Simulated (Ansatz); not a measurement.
Worked example: self-consistent single point of Li (Im-3m, 1 atom in the cell) in Ansatz (a first-principles code).

Computed with PBEsol, default PAW files made with PBE (plane waves; Ansatz).

```xyz
1
Lattice="-1.7502 1.7502 1.7502 1.7502 -1.7502 1.7502 1.7502 1.7502 -1.7502" Properties=species:S:1:pos:R:3 pbc="T T T"
Li     0.0000     0.0000     0.0000
```

Reference input (self-consistent single point, DFT, PBEsol, plane waves, default PAW files made with PBE): basis.ecutwfc = 420 eV; kpoints.mp_grid.grid = 13 13 13; hamiltonian.xc = pbesol; hamiltonian.pseudopotentials = {kind: paw} (the program's default PAW files); scf.occupations.method = gaussian; scf.occupations.width = 0.1 eV. This run's input differs from it in these lines:

Ansatz 0.2 input:
```diff
@@ -9,3 +9,3 @@
 basis:
-  ecutwfc: 420.0 eV
+  ecutwfc: 190.0 eV
 kpoints:
```

The program printed (abridged):

```
SCF iter   1: F=—  HF=-202.659584 eV  |F-HF|=—  |Δ(HF+E_count)|=         —  Δρ=4.39e-3  dr2=8.39e-4  ethr=1.77e-3  ⟨swp⟩=3.5  Hψ=3723  notcnv=0
all-band conjugate gradients solve this SCF's bands
preconditioner: auto → none
SCF iter   2: F=—  HF=-202.647014 eV  |F-HF|=—  |Δ(HF+E_count)|=   1.26e-2  Δρ=1.50e-3  dr2=7.10e-5  ethr=2.80e-5  ⟨swp⟩=2.3  Hψ=1306  notcnv=0
   [... lines left out ...]
SCF iter   4: F=-202.644551 eV  HF=-202.644551 eV  |F-HF|=5.54e-9  |Δ(HF+E_count)|=   1.66e-5  Δρ=6.99e-6  dr2=6.55e-9  ethr=1.87e-7  ⟨swp⟩=1.8  Hψ=547  notcnv=0  defer=1
iter 5 did not close the SCF: its close was put off for the readings that it lacked (scf_convergence_deferred on its scf_iter line)
SCF iter   5: F=-202.644551 eV  HF=-202.644551 eV  |F-HF|=4.37e-11  |Δ(HF+E_count)|=   5.59e-9  Δρ=6.46e-7  dr2=6.86e-11  ethr=2.18e-10  ⟨swp⟩=1.5  Hψ=530  notcnv=0  defer=1
SCF iter   6: F=-202.644551 eV  HF=-202.644551 eV  |F-HF|=5.68e-14  |Δ(HF+E_count)|=  4.58e-11  Δρ=1.06e-8  dr2=1.44e-14  ethr=2.29e-12  ⟨swp⟩=1.8  Hψ=1587  notcnv=0
SCF 1 converged in 6 iterations: F = -202.644551 eV  dr2 = 1.44e-14
Free energy (F): -202.644551 eV
Internal energy: -202.642330 eV  (E = F + TS)
E sigma→0 (E₀):  -202.643441 eV
Entropy (-TS):   -0.002222 eV (-2.222 meV/atom)
Fermi energy:    0.917583 eV
--- Forces (eV/Å), atoms counted from 1 ---
  atom   1  Li     0.00000000     0.00000000    -0.00000000
--- Stress (GPa, compression-positive) ---
       -0.565590       0.000000       0.000000
        0.000000      -0.565590      -0.000000
       -0.000000      -0.000000      -0.565590
  P = ⅓ Tr σ = -0.5656 GPa (-5.656 kbar)
  The stress holds the Pulay correction. Without it, at fixed plane waves, as pw.x and ABINIT print it: P = -13.2325 GPa
```

The run converged in 6 iterations. Against the reference run the free energy rises by 352 meV/atom and the pressure goes from -0.74 to -0.57 GPa.

The starting cell has typed, rounded lattice constants, without a prior relaxation at this level. Its lattice was rescaled by up to half a per cent. Ansatz's pressure includes its estimate of the finite-basis (Pulay) stress. Without the estimate this run gives -13.23 GPa. The cutoff lies below the one recommended for these files.
